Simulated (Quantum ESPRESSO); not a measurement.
# Pressure against volume in rock-salt BaS (space group 225) (Quantum ESPRESSO, PBE)

```
CELL_PARAMETERS angstrom
      0.00000     3.13819     3.13819
      3.13819     0.00000     3.13819
      3.13819     3.13819     0.00000
ATOMIC_POSITIONS crystal
  Ba 0.00000 0.00000 0.00000
  S  0.50000 0.50000 0.50000
```

Level of theory: PBE, PSlibrary PAW (PBE) pseudopotentials (plane waves; Quantum ESPRESSO). Settings: ecutwfc = 58 Ry; ecutrho = 348 Ry; occupations = smearing; smearing = fd; degauss = 0.000734986 Ry; potentials = {Ba: Ba.pbe-spn-kjpaw_psl.1.0.0.UPF, S: S.pbe-n-kjpaw_psl.1.0.0.UPF}; K_POINTS = automatic 9 9 9 0 0 0; conv_thr = 1e-10 Ry; mixing_beta = 0.4. The cell above is the first row's. The rows scale it uniformly. In all rows fractional positions and the k mesh are held.

```
V (Å^3/atom)  P (GPa)
------------  -------
30.906           3.84
31.578           2.65
32.249           1.58
32.921           0.62
33.593          -0.23
34.265          -1.00
34.937          -1.69
35.609          -2.30
36.281              ?
```

Problem. Using a cubic, estimate the missing P at V = 36.281 from the other rows, showing the fit.

Solution. With u = V - 33.3, the rows have u = -2.3940, -1.7220, -1.0510, -0.3790, 0.2930, 0.9650, 1.6370, 2.3090. Least squares gives P = 0.128 - 1.2658·u + 0.10558·u² - 0.00561·u³. Residuals (row less fit): 0.000, 0.001, -0.001, -0.003, 0.004, 0.000, -0.004, 0.001; standard error 0.003 (degrees of freedom: 4). The fitted pressure is zero at V0 = 33.40, where dP/dV = -1.244, so B0 = -V0·dP/dV = 41.6 GPa. At the withheld row, u = 2.9810, so P = 0.128 - 1.2658 × 2.9810 + 0.10558 × 2.9810² - 0.00561 × 2.9810³ = -2.856 GPa. The calculation gives -2.85 GPa, 0.006 GPa above the prediction (0.1 % of the range of P in the table). The row lies outside the fitted rows, so this is an extrapolation. From the scatter of the fitted rows alone, a prediction at this place has a standard error of 0.009 GPa, so the miss is 0.7 times that.

Carrying the step between the two nearest rows on in a straight line would have given -2.91, off by 0.06; series whose last step already gives the withheld value aren't shown. The scan was laid around a cell of about the measured size, scaled by a guess for this functional. The runs keep the symmetry of the cell, so they don't test it for distortions. Spin-orbit coupling is off. Cutoffs and mesh are single choices, not tested for convergence of this quantity. Series with a scatter that would blur these digits, or in which a gap closes, are not shown.
